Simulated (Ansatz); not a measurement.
For BiVO4 (I4₁/a, No. 88, 12 atoms in the cell; start COD 9012062; high-temperature phase), PBE (PAW; Ansatz, a first-principles code) gives:

```
Item                              Value
-----------------------------  --------
lattice constant a              5.166 Å
c axis length                  11.780 Å
bulk modulus                    122 GPa
band gap at the measured cell   2.23 eV
```

Question: What does r²SCAN (plane waves, PAW; Ansatz) give for the same quantities?

Answer: 
- lattice constant a: 5.121 Å (drops by 0.9 %)
- lattice parameter c: 11.621 Å (drops by 1.3 %)
- bulk modulus: 139 GPa (increases by 14 %)
- band gap at the measured cell: 2.49 eV (goes up by 0.26 eV)

Changes are worked out from the printed values.

Unless a cell is named, each level is at its own relaxed cell (PBE 13.10, r²SCAN 12.70 Å³/atom).

Levels without +SOC leave out spin–orbit coupling, which shifts energies and cells of such heavy elements.

Spin–orbit coupling is included only where a level's name says +SOC; with heavier elements it mostly lowers gaps and can invert bands. Density-functional gaps are differences of (generalised) Kohn–Sham levels.

Caveats: the bulk modulus is −V dP/dV from two relaxed cells at ±2 % in volume (PBE, r²SCAN); the relaxation could not lower the start's symmetry, so the cell can be a saddle point above a distorted one (PBE, r²SCAN). Ansatz's density-functional and Hartree–Fock values are scalar-relativistic unless marked +SOC, with PAW data made under PBE.
